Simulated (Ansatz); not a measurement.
## Ga2O3: energy against strain

Ga2O3 (corundum, R-3c, 9.411 Å³/atom at rest, c along z) under an equal strain ε in the (0001) plane with the normal axis free, as in a coherent film. LDA in Ansatz, a plane-wave DFT program (PAW, default set), 420 eV, 8×8×8 Γ-centred mesh, Fermi-Dirac smearing 0.05 eV; ions are relaxed within the symmetry of each cell.

Here s stands for strain and y for E less E0.

```csv
strain (%),E less E0 (meV/atom)
-3.00,?
-1.50,6.69
-0.75,1.64
0.00,0.00
0.75,1.61
1.50,6.36
```

Fit y of the 5 rows that show it with a parabola. Least squares gives y = -0.004 - 0.0920·s + 2.9016·s². Residuals (row less fit): 0.027, -0.057, 0.004, 0.051, -0.027; standard error 0.061 (degrees of freedom: 2). Twice the quadratic coefficient over the volume, 2 × 2.9016 meV × 10⁴ × 0.1602 / 9.411 Å³, is twice the biaxial elastic modulus of this plane = 988 ± 10 GPa.

**Question.** What does the fit predict for y at s = -3.00, and how far is the calculated value from it?

**Answer.** y = -0.004 - 0.0920 × (-3.00) + 2.9016 × (-3.00)² = 26.386 meV/atom. The calculation gives 27.40 meV/atom, 1.014 meV/atom above the prediction (3.7 % of the range of y in the table). The row lies outside the fitted rows, so this is an extrapolation. From the scatter of the fitted rows alone, a prediction at this place has a standard error of 0.248 meV/atom, so the miss is 4.1 times that.

One order more, fitted to all 9 runs of the series, follows each within 0.01, so the miss is the next term of a smooth law. Ga2O3 is here the metastable α form; monoclinic β is stable. Rows are the converged runs of the series near zero and its far end; series whose fitted rows scatter by over a few per cent of the range, as at a crossing or softening among them, aren't shown in this form. Most that stay on the fit to the last digits aren't either.
